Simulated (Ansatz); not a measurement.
The starting structures come from a database of crystals and need not be the phases stable at ambient conditions.

 Where the default PAW files enter, the runs use the earlier of Ansatz's two default sets.

The decay constant κ of evanescent states in the gap governs leakage through a thin film.

Data:

```yaml
crystal:
  lattice:
    - [5.61113, 0.00000, 0.00000]
    - [-0.01832, 5.61110, 0.00000]
    - [2.60559, 2.61411, 7.12950]
  atoms:
    - { symbol: Na, position: [0.44630, 0.51950, 0.49320] }
    - { symbol: Na, position: [0.51950, 0.44630, 0.99320] }
    - { symbol: H, position: [0.52040, 0.12560, 0.77630] }
    - { symbol: H, position: [0.12560, 0.52040, 0.27630] }
    - { symbol: H, position: [0.78930, 0.28290, 0.68090] }
    - { symbol: H, position: [0.28290, 0.78930, 0.18090] }
    - { symbol: H, position: [0.82840, 0.90900, 0.00080] }
    - { symbol: H, position: [0.90900, 0.82840, 0.50080] }
    - { symbol: S, position: [0.11700, 0.88340, 0.74930] }
    - { symbol: S, position: [0.88340, 0.11700, 0.24930] }
    - { symbol: O, position: [0.12250, 0.15630, 0.65810] }
    - { symbol: O, position: [0.15630, 0.12250, 0.15810] }
    - { symbol: O, position: [0.08890, 0.73370, 0.63390] }
    - { symbol: O, position: [0.73370, 0.08890, 0.13390] }
    - { symbol: O, position: [0.85700, 0.79080, 0.92520] }
    - { symbol: O, position: [0.79080, 0.85700, 0.42520] }
    - { symbol: O, position: [0.32560, 0.81700, 0.82080] }
    - { symbol: O, position: [0.81700, 0.32560, 0.32080] }
    - { symbol: O, position: [0.60850, 0.29870, 0.73450] }
    - { symbol: O, position: [0.29870, 0.60850, 0.23450] }
```

Space group of this cell: Cc. The cell is taken as given; by r2SCAN its mean pressure is -3.4 GPa.

Transport runs along the normal of the first two printed cell vectors.

No gap correction and no spin-orbit coupling; mid-gap values are interpolated between computed energies.

Question: State the band gap and the smallest decay constant κ at mid-gap according to r2SCAN (Ansatz, a first-principles code).

Answer: Gap 5.98 eV on a 6×6×4 mesh; κ = 0.524 1/Å, at the zone centre.
